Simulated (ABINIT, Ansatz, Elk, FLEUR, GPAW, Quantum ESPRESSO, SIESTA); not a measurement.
## One structure in several programs: Cr₂TeSe (P-6m2, 4 atoms in the cell)

Self-consistent single point.

```
Cr2TeSe
1.0
    3.96139     0.00000     0.00000
   -1.98070     3.43066     0.00000
    0.00000     0.00000     6.33777
Cr Te Se
2 1 1
Direct
  0.66667   0.33333   0.23775
  0.66667   0.33333   0.76225
  0.00000   0.00000   0.50000
  0.33333   0.66667   0.00000
```
Moments meant for the start (each program seeds them in its own way; μB, in the order of the atoms Cr Cr Te Se): 3.0 3.0 0.0 0.0.

All programs got the same cell, k-point mesh and kind of occupations, and the same starting moments (in Ansatz's words: kpoints.mp_grid.grid = 6 6 3; magnetization.spin_polarized = true; scf.occupations.method = fermi_dirac; scf.occupations.width = 0.1 eV); potentials, basis and cutoffs are each program's usual ones.

```csv
code,model,pressure (GPa),largest force (eV/Å),size of the net moment (μB/atom),k-points,cutoff
GPAW,"PBEsol, GPAW PAW datasets PBEsol (made by gpaw-setup)",-4.88,0.012,1.95,14,800 eV
ABINIT,"PBEsol, PAW (JTH v2.0 PBE PAW, files made for PBE)",-4.43,0.047,1.94,14,60 Ry
FLEUR,"PBEsol, all-electron FLAPW (FLEUR), scalar-relativistic valence",–,0.061,1.95,14,Kmax 4.2 1/bohr
Quantum ESPRESSO,"PBEsol, PseudoDojo standard norm-conserving (PBESOL) pseudopotentials",-4.25,0.006,1.97,14,95 Ry
SIESTA,"GGA PBEsol, numerical atomic orbitals DZP, PseudoDojo PBEsol standard norm-conserving potentials (rewritten from UPF to PSML)",-2.95,0.082,1.98,60,grid 300 Ry
Elk,"PBEsol, all-electron FP-LAPW, Elk's shipped species files, APW+lo basis with extra local orbitals",–,–,1.94,20,rgkmax 7.5
Ansatz,"PBEsol, PAW files made with PBE",-4.89,0.010,1.94,14,420 eV
```

A dash marks a value that a program does not give, or that is left out as unsure.

The spread over the programs that give each value: pressure within 1.94 GPa; largest force within 0.076 eV/Å; size of the net moment within 0.04 μB/atom.

The starting cell comes from a database of computed structures (which also holds hypothetical and non-ambient phases and stackings), without a prior relaxation at this level. On Ansatz's run: Spin-orbit coupling is off. The magnetic order is the one reached from the typed start; others were not searched systematically. The program warned that, by what it read of turns of the moments, another magnetic order lies lower. In the base run, with a pressure of about -5 GPa the cell is away from its equilibrium volume at this level.

Question: Why do the programs differ, and what cannot be compared?

Answer: Differences of this kind can come from the potentials, where these differ, and from what each basis and cutoff leave unconverged. The valence holds different numbers of electrons (GPAW 24, ABINIT 40, FLEUR 60, Quantum ESPRESSO 60, SIESTA 60, Ansatz (an electronic-structure program) 60). The zero of total energies and Fermi levels follows the potentials and each program's conventions, so they are not compared here. SIESTA uses small atom-centred bases, whose incompleteness enters pressures, forces and empty levels differently from a plane-wave cutoff. FLEUR and Elk treat all electrons, but the usual bases taken here (sphere radii, linearisation, local orbitals, empty states) were not tested for convergence, so the values are no reference for the others. Ansatz's pressure is given at a fixed set of plane waves, as the other plane-wave codes print theirs. Site moments depend on each program's spheres or projections; the total moment of the cell does not. The programs reduce the same mesh by symmetry to different extents, which changes the work and not the result. In the pressure, SIESTA (by 1.70) lies more than 1 GPa from the median of the plane-wave programs. In the force vectors, SIESTA (by 0.090) lies more than 0.08 eV/Å from the median of the plane-wave programs.

Keys are those of Ansatz 0.2.
